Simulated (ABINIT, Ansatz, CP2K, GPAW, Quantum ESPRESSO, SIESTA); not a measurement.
# One structure in several programs: TiPt3 (Pm-3m, 4 atoms in the cell)

Self-consistent single point, at a second geometry (lattice scaled by 0.98). First geometry:

```
TiPt3
1.0
    3.92453     0.00000     0.00000
    0.00000     3.92453     0.00000
    0.00000     0.00000     3.92453
Ti Pt
1 3
Direct
  0.00000   0.00000   0.00000
  0.50000   0.50000   0.00000
  0.00000   0.50000   0.50000
  0.50000   0.00000   0.50000
```

Shared settings, as Ansatz (a quantum-chemistry and plane-wave program) writes them: kpoints.mp_grid.grid = 6 6 6; scf.occupations.method = gaussian; scf.occupations.width = 0.0073 Ry. Potentials and cutoffs stand in the table.

| code | model | ΔF from the first geometry (meV/atom) | pressure (GPa) | cutoff |
|---|---|---|---|---|
| Quantum ESPRESSO | PBE, SSSP 1.1.2 efficiency (PBE) pseudopotentials | 69.0 | 21.88 | 50 Ry |
| GPAW | PBE, GPAW PAW datasets PBE (gpaw-data 1.0.1) | 71.8 | 22.30 | 800 eV |
| SIESTA | GGA PBE, numerical atomic orbitals DZP, PseudoDojo PBE standard norm-conserving potentials (rewritten from UPF to PSML) | 52.8 | 19.20 | grid 350 Ry |
| ABINIT | PBE, norm-conserving pseudopotentials (PseudoDojo nc-sr-05 PBE standard) | 69.2 | 21.99 | 84 Ry |
| Ansatz | PBE, PAW files | 71.2 | 22.33 | 30.9 Ry |
| CP2K | PBE, GPW, DZVP-MOLOPT-SR-GTH basis, GTH-PBE potentials (GTH_POTENTIALS) | 72.1 | 22.84 | grid 600 Ry |

On Ansatz's run: spin-orbit coupling is off. Spin polarisation is off.

The spread over the programs that give each value: ΔF from the first geometry within 19.3 meV/atom; pressure within 3.64 GPa.

SIESTA and CP2K use small atom-centred bases, whose incompleteness enters pressures, forces and empty levels differently from a plane-wave cutoff. Ansatz's pressure is given at a fixed set of plane waves, as the other plane-wave codes print theirs; with its correction for the finite basis it is 22.43 GPa. In the pressure, SIESTA (by 2.95) lies more than 1 GPa from the median of the plane-wave programs.

The starting cell comes from a database of computed structures (which also holds hypothetical and non-ambient phases and stackings), without a prior relaxation at this level. For this run, on top of that: lattice scaled by 0.98.

Left out of this page: Elk and FLEUR (not drawn, or without a comparable value).

Keys are those of Ansatz 0.2.
